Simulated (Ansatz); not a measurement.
The parent structure is AgCl in the CsCl type structure (space group Pm-3m, No. 221; a = 3.395 Å; a model cell, its experimental status unchecked). Axes: x, y, z lie along the cube axes.

All numbers come from DFT with r2SCAN, PAW potentials and a 500 eV plane-wave cutoff in Ansatz (a first-principles code), without spin-orbit coupling.

A first run, uniaxial strain ε_yy = +0.53 %, gives secant values C11 ≈ 95 GPa and C12 ≈ 37 GPa from its stress. A second run applies isotropic strain +2.25 %.

### Question
What does linear elasticity predict for the bulk modulus −ΔP/(ΔV/V₀) in the second run, and what does the run give?

### Answer
Linear elasticity: (C11 + 2 C12)/3 = 56 GPa. The run gives 46 GPa; any difference comes from nonlinear terms at these strains and numerical noise.

No phonon test of stability was made. This is not the structure that AgCl has at room temperature and ambient pressure.
